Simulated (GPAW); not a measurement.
Band structure of AlGa3N4 (P-43m, 8 atoms in the cell).

```
AlGa3N4
1.0
    4.47169     0.00000     0.00000
    0.00000     4.47169     0.00000
    0.00000     0.00000     4.47169
Al Ga N
1 3 4
Direct
  0.00000   0.00000   0.00000
  0.50000   0.50000   0.00000
  0.00000   0.50000   0.50000
  0.50000   0.00000   0.50000
  0.75571   0.75571   0.24429
  0.75571   0.24429   0.75571
  0.24429   0.24429   0.24429
  0.24429   0.75571   0.75571
```

Method: PBEsol, GPAW PAW datasets PBEsol (made by gpaw-setup) (plane waves; GPAW).

Settings: mode = pw; ecut = 950 eV; xc = PBEsol; kpts = 6 6 6; mesh shift (steps) = 0 0 0; occupations.name = fermi-dirac; occupations.width = 0 eV; nbands = -8; convergence.density = 1e-05 e/electron; convergence.bands = -6; symmetry.symmorphic = false; symmetry.tolerance = 0.0005; maxiter = 150; bandpath_npoints = 40.

The starting cell comes from a database of computed structures (which also holds hypothetical and non-ambient phases and stackings), without a prior relaxation at this level.

Q: Predict the gap along the standard path and the places of the band edges.

A: The gap along the path is 2.38 eV, direct at Γ to within 0.01 eV.

Levels in eV from the top of the valence band on the SCF mesh, bands 13 to 20:
```tsv
point	13	14	15	16	17	18	19	20
Γ	-2.41	0.00	0.00	0.00	2.38	3.37	3.37	3.37
X	-1.45	-1.45	-1.20	-1.20	4.90	5.02	6.20	6.20
M	-0.96	-0.92	-0.92	-0.61	6.69	6.90	6.90	7.30
R	-0.73	-0.67	-0.67	-0.67	5.00	5.00	5.00	6.22
```
